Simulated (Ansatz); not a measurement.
The starting structures come from a database of crystals and need not be the phases stable at ambient conditions.

Here is the system:

```
CELL_PARAMETERS angstrom
      7.35534     0.00000     0.00000
      0.00000     7.35534     0.00000
      3.67767    -3.67767     3.37266
ATOMIC_POSITIONS crystal
  Sr 0.50000 0.50000 0.00000
  Sr 0.75000 0.75000 0.50000
  Ge 0.00000 0.00000 0.00000
  Ge 0.25000 0.25000 0.50000
  H  0.12500 0.30039 0.25000
  H  0.30039 0.62500 0.75000
  H  0.62500 0.94961 0.25000
  H  0.94961 0.12500 0.75000
  O  0.75509 0.98457 0.31551
  O  0.98457 0.92940 0.68449
  O  0.92940 0.33094 0.31551
  O  0.33094 0.75509 0.68449
  O  0.49491 0.91906 0.18449
  O  0.26543 0.49491 0.81551
  O  0.32060 0.26543 0.18449
  O  0.91906 0.32060 0.81551
```

Space group of this cell: I-42d. The cell was relaxed by PBE-D3(BJ); by r2SCAN its mean pressure is -2.5 GPa.

Transport runs along the normal of the first two printed cell vectors, the (001) plane of the conventional cell.

No gap correction and no spin-orbit coupling; mid-gap values are interpolated between computed energies.

### Question
Compute, with r2SCAN (Ansatz, a first-principles code), the band gap and the smallest decay constant κ at mid-gap.

### Answer
Gap 4.81 eV on a 10×10×10 mesh; κ = 0.387 1/Å, at the zone centre.
